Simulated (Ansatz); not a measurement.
Ru under load (space group P6_3/mmc), PBEsol, DFPT electron-phonon coupling, linearised Boltzmann equation in Ansatz (an electronic-structure program). Condition of this run: hydrostatic pressure -4 GPa (the target of the relaxation). Phonon-limited resistivity 7.13 μΩ·cm at 300 K along y (a = (2.70, 0.00, 0.00) Å; b = (-1.35, 2.34, 0.00) Å; c = (0.00, 0.00, 4.26) Å), 9.84 μΩ·cm at 400 K, current-weighted mean free path 8.9 nm, Drude plasma energy 8.39 eV.

**Question.** What is the classical skin depth at 10 GHz (nonmagnetic, μ₀ = 1.257×10⁻⁶ H/m)?

**Answer.** δ = √(ρ/(π f μ₀)) = 1340 nm.

**Question.** What temperature coefficient of resistance follows, and how does it compare with 1/T?

**Answer.** (ρ₄₀₀ − ρ₃₀₀)/(100 K × ρ₃₀₀) = 3.80×10⁻³ K⁻¹, against 1/T = 3.33×10⁻³ K⁻¹ for a resistivity proportional to T. It lies higher because phonons are still being populated at 300 K; impurities would add a constant and lower it.

**Question.** Estimate the resistivity of a 20 nm square wire with diffuse walls from ρ ≈ ρ₀(1 + 3ℓ/4d).

**Answer.** 1 + 0.75 × 8.9/20 = 1.33, so ρ ≈ 9.51 μΩ·cm and a line 1 μm long has 238 Ω. The formula is the free-electron limit for d well above ℓ; grain boundaries add to it.

A metal at this level (no band gap). Only scattering by harmonic phonons is included (no impurities, grain boundaries, electron-electron scattering or thermal expansion). Spin-orbit coupling is left out. Halving the electron mesh (36x36x20) moves the resistivity by up to 5 % at 300 K, the mean free path by up to 4 %. Smearing 0.20 eV; phonons on a 6x6x3 q mesh, which this run doesn't test.
